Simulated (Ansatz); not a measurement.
An armchair WS2 nanoribbon, N = 15, bare edges, stretched and compressed along its axis from its relaxed period of 5.500 Å, atoms relaxed at each length.

All values below come from PBE (plane waves to 420 eV, PAW; Ansatz, an electronic-structure program). Mesh 1×1×6. No spin polarisation, so a magnetic state wasn't tested. One-dimensional cell, images about 11 Å apart. An idealised model, cut from the flat sheet. Only distortions within the start's symmetry and period were free. Values not marked SOC lack spin–orbit coupling. Buckling under compression is shut out by symmetry and the short period. Energies are free energies at a Fermi–Dirac width of 0.02 eV, from the unstrained cell.

```
strain (%)  energy (meV a period)  axial force (nN)  PBE gap (eV)
----------  ---------------------  ----------------  ------------
-3.0                         +481             -9.60          0.44
-1.5                         +117             -4.60          0.46
0.0                             0              0.00          0.48
+1.5                         +111             +4.23          0.49
+3.0                         +429             +8.08          0.51
+6.0                        +1610            +14.59          0.46
```

The slope of the force at zero strain is 290 nN.
